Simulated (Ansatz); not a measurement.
Abridged Ansatz (an electronic-structure program) output:

```
Relaxation: its limit of steps is 50 (relax.max_steps)
Pseudopotential: Ru, paw, valence charge 16
Crystal: 2 atoms, lattice volume = 26.391 Å³
Basis set: ecut = 500 eV, 687 PW (Γ), exchange–correlation on 80×80×128 points (64 copies of the dense FFT grid, shifted against one another)
Bands: 20, of which v1, the nominal top of the filled ones, is band 16 counted from 1 (15 counted from 0)
Symmetry: 24 space group operations
k-points: 488 of 8064
Functional: x = r2scan, c = r2scan; τ floored in thin density (d = 2e-4 eV/Å³)
SCF iter   1: F=—  HF=-11781.384116 eV  |F-HF|=—  |Δ(HF+E_count)|=         —  Δρ=1.12e-2  dr2=1.00e-2  dr2_τ=1.44e-2  ethr=1.77e-3  ⟨swp⟩=5.0  Hψ=94836  notcnv=0  defer=62
SCF iter   2: F=—  HF=-11781.404889 eV  |F-HF|=—  |Δ(HF+E_count)|=   2.08e-2  Δρ=6.12e-3  dr2=2.40e-3  dr2_τ=1.89e-4  ethr=3.13e-5  ⟨swp⟩=2.0  Hψ=26636  notcnv=0  defer=527
SCF 1 converged in 6 iterations: F = -11781.408044 eV  dr2 = 1.38e-8
relax step   1: F+E_penalty+E_count = -11781.40804368 eV  Δ(F+E_penalty+E_count) = +0.000e0 eV  max|allowed force component| = 3.238e-17 eV/Å  Δτ_max = 0.0000 Å  P = +7.950 GPa  Ω = 26.391 Å³  fix = [a, b, gamma]  reactions: a +11.662, b +11.662 GPa  (6 SCF iters, dr2 threshold 1.00e-7 eV, accepted)
[... steps on the carried basis left out ...]
relax step   3: F+E_penalty+E_count = -11781.40806361 eV  Δ(F+E_penalty+E_count) = -2.857e-5 eV  max|allowed force component| = 5.089e-17 eV/Å  Δτ_max = 0.0000 Å  P = +7.673 GPa  Ω = 26.411 Å³  energy of the carried Pulay correction = -1.224e-5 eV  fix = [a, b, gamma]  reactions: a +11.510, b +11.510 GPa  (3 SCF iters, dr2 threshold 2.00e-7 eV, accepted)
Crystal: 2 atoms, lattice volume = 26.411 Å³
SCF iter   1: F=—  HF=-11781.408077 eV  |F-HF|=—  |Δ(HF+E_count)|=         —  Δρ=2.26e-5  dr2=5.72e-8  dr2_τ=1.22e-8  ethr=7.35e-9  ⟨swp⟩=3.4  Hψ=84511  notcnv=0
SCF iter   2: F=—  HF=-11781.408077 eV  |F-HF|=—  |Δ(HF+E_count)|=   1.55e-8  Δρ=9.79e-6  dr2=6.86e-9  dr2_τ=2.94e-9  ethr=1.79e-10  ⟨swp⟩=2.2  Hψ=19111  notcnv=0
SCF 4 converged in 5 iterations: F = -11781.408077 eV  dr2 = 5.19e-13
SCF converged after 5 iterations
Free energy (F): -11781.408077 eV
Internal energy: -11781.356037 eV  (E = F + TS)
E sigma→0 (E₀):  -11781.382057 eV
Entropy (-TS):   -0.052041 eV (-26.020 meV/atom)
Fermi energy:    24.212330 eV
--- Forces (eV/Å), atoms counted from 1 ---
  atom   1  Ru     0.00000000    -0.00000000    -0.00000000
  atom   2  Ru    -0.00000000     0.00000000     0.00000000
--- Stress (GPa, compression-positive) ---
       11.510458       0.000000      -0.000000
        0.000000      11.510458      -0.000000
       -0.000000      -0.000000      -0.000305
  P = ⅓ Tr σ = 7.6735 GPa (76.735 kbar)
--- Relaxed structure (3 steps of the walk, 3 accepted, 1 SCFs on fresh bases) ---
  cell:  # Å, volume = 26.4109 Å³
    - [2.663723437108891, 2.8867455998649732e-11, -3.668410093864668e-20]
    - [1.3318617185294455, 2.3068521652067338, -1.8342050468979442e-20]
    - [-5.914795806490786e-20, -7.4086701308309615e-34, 4.298076291562811]
  atoms:
    - { symbol: Ru, position: [0.6666666666666665, 0.6666666666666666, 0.75] }
    - { symbol: Ru, position: [0.33333333333333326, 0.3333333333333333, 0.25] }
```

Q: What was computed, and what are the main results?

A: Ru, 2 atoms in the cell, with r2SCAN, PAW, 500 eV (Ansatz; without spin-orbit coupling). The last SCF converged to F = -11781.408077 eV, or -5890.7040 eV per atom, at a pressure of 7.67 GPa. The total energy compares only with runs of the same code, potentials and settings.

The cells carry an imposed strain or load. Stability against distortions was not tested. All final runs are without spin polarisation. The cell was made from Ru in the hcp (Mg type) structure (space group P6_3/mmc, No. 194) by this change: biaxial strain −1.50 %, plane normal [001], relaxed out of plane.

Keys are those of Ansatz 0.2.
